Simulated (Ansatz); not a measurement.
Ansatz (a first-principles code) run on Pt (Fm-3m, 1 atom in the cell): self-consistent single point.

Computed with PBEsol, default PAW files made with PBE (plane waves; Ansatz).

The change in words: lattice scaled by 0.98; kpoints.mp_grid.grid: 14 14 14 → 10 10 10. Reference geometry:
```xyz
1
Lattice="0.0000 1.9541 1.9541 1.9541 0.0000 1.9541 1.9541 1.9541 0.0000" Properties=species:S:1:pos:R:3 pbc="T T T"
Pt     0.0000     0.0000     0.0000
```

Reference input (self-consistent single point, DFT, PBEsol, plane waves, default PAW files made with PBE): basis.ecutwfc = 420 eV; kpoints.mp_grid.grid = 14 14 14; hamiltonian.xc = pbesol; hamiltonian.pseudopotentials = {kind: paw} (the program's default PAW files); scf.occupations.method = gaussian; scf.occupations.width = 0.1 eV. This run's input differs from it in these lines:

Ansatz 0.2 input:
```diff
@@ -2,5 +2,5 @@
   lattice:
-    - [0.00000000, 1.95412000, 1.95412000]
-    - [1.95412000, 0.00000000, 1.95412000]
-    - [1.95412000, 1.95412000, 0.00000000]
+    - [0.00000000, 1.91503800, 1.91503800]
+    - [1.91503800, 0.00000000, 1.91503800]
+    - [1.91503800, 1.91503800, 0.00000000]
   atoms:
@@ -10,3 +10,3 @@
 kpoints:
-  mp_grid: { grid: [14, 14, 14] }
+  mp_grid: { grid: [10, 10, 10] }
 hamiltonian:
```

Log, with long lists cut:

```
SCF iter   1: F=—  HF=-12383.740239 eV  |F-HF|=—  |Δ(HF+E_count)|=         —  Δρ=6.05e-3  dr2=3.61e-3  ethr=1.77e-3  ⟨swp⟩=5.0  Hψ=3403  notcnv=0
all-band conjugate gradients solve this SCF's bands
preconditioner: auto → none
SCF iter   2: F=—  HF=-12383.739057 eV  |F-HF|=—  |Δ(HF+E_count)|=   1.18e-3  Δρ=2.98e-3  dr2=8.08e-4  ethr=2.00e-5  ⟨swp⟩=1.3  Hψ=1022  notcnv=0
SCF iter   3: F=—  HF=-12383.738872 eV  |F-HF|=—  |Δ(HF+E_count)|=   1.85e-4  Δρ=3.29e-4  dr2=7.76e-6  ethr=4.49e-6  ⟨swp⟩=2.0  Hψ=838  notcnv=0
SCF iter   4: F=—  HF=-12383.738875 eV  |F-HF|=—  |Δ(HF+E_count)|=   2.28e-6  Δρ=7.74e-5  dr2=2.29e-7  ethr=4.31e-8  ⟨swp⟩=2.3  Hψ=976  notcnv=0
iter 5 did not close the SCF: its close was put off for the readings that it lacked (scf_convergence_deferred on its scf_iter line)
SCF iter   5: F=-12383.738875 eV  HF=-12383.738875 eV  |F-HF|=6.94e-9  |Δ(HF+E_count)|=   9.33e-8  Δρ=1.01e-5  dr2=1.17e-8  ethr=1.27e-9  ⟨swp⟩=2.0  Hψ=922  notcnv=0
SCF iter   6: F=-12383.738875 eV  HF=-12383.738875 eV  |F-HF|=7.28e-12  |Δ(HF+E_count)|=   2.77e-9  Δρ=6.44e-7  dr2=3.05e-11  ethr=6.51e-11  ⟨swp⟩=2.2  Hψ=1928  notcnv=0
SCF 1 converged in 6 iterations: F = -12383.738875 eV  dr2 = 3.05e-11
Free energy (F): -12383.738875 eV
Internal energy: -12383.734376 eV  (E = F + TS)
E sigma→0 (E₀):  -12383.736625 eV
Entropy (-TS):   -0.004499 eV (-4.499 meV/atom)
Fermi energy:    25.547739 eV
--- Forces (eV/Å), atoms counted from 1 ---
  atom   1  Pt    -0.00000000     0.00000000    -0.00000000
--- Stress (GPa, compression-positive) ---
       23.736572      -0.000000       0.000000
       -0.000000      23.736572      -0.000000
        0.000000       0.000000      23.736572
  P = ⅓ Tr σ = 23.7366 GPa (237.366 kbar)
  The stress holds the Pulay correction. Without it, at fixed plane waves, as pw.x and ABINIT print it: P = 23.6593 GPa
```

The run converged in 6 iterations. Against the reference run the free energy rises by 91.8 meV/atom and the pressure goes from 2.09 to 23.74 GPa.

The starting cell has typed, rounded lattice constants, without a prior relaxation at this level. Its lattice was rescaled by up to half a per cent. For this run, on top of that: lattice scaled by 0.98. Spin polarisation is off. With a pressure of about 24 GPa the cell is away from its equilibrium volume at this level. Ansatz's pressure includes its estimate of the finite-basis (Pulay) stress.
